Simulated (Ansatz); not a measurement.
1T (CdI2-type) GeI2 (model structure) was calculated with LDA in Ansatz (plane waves, PAW).

Run with plane-wave cutoff 500 eV, 12×12×6 k mesh (along the axes of the cell as run), gaussian smearing 0.02 eV, scalar-relativistic PAW data made under PBE.

Cell (relaxed at this level):

```cif
data_GeI2
_chemical_formula_sum 'Ge1 I2'
_space_group_name_H-M_alt 'P-3m1'
_space_group_IT_number 164
_space_group_name_Hall '-P 3 2"'
_cell_length_a 4.14743
_cell_length_b 4.14743
_cell_length_c 6.65018
_cell_angle_alpha 90.000
_cell_angle_beta 90.000
_cell_angle_gamma 120.000
loop_
_atom_site_label
_atom_site_type_symbol
_atom_site_symmetry_multiplicity
_atom_site_Wyckoff_symbol
_atom_site_fract_x
_atom_site_fract_y
_atom_site_fract_z
_atom_site_occupancy
Ge1 Ge 1 a 0.00000 0.00000 0.00000 1
I1 I 2 d 0.33333 0.66667 0.25945 1
```

### Question
Predict the band gap.

### Answer

- band gap: 1.73 eV (on the SCF k mesh)

Note: the relaxation could raise the start's symmetry but not lower it, so the cell can be a saddle point.

Spin–orbit coupling is not included; with these elements it can move the gap by several tenths of an eV or more.

The result took around 2.2 core-minutes (rough).

A model structure was made by putting elements into a prototype or built by hand; it is no filed structure, need not be a known phase, and can be a saddle point held by its symmetry.

Ansatz is a quantum-chemistry and plane-wave program.
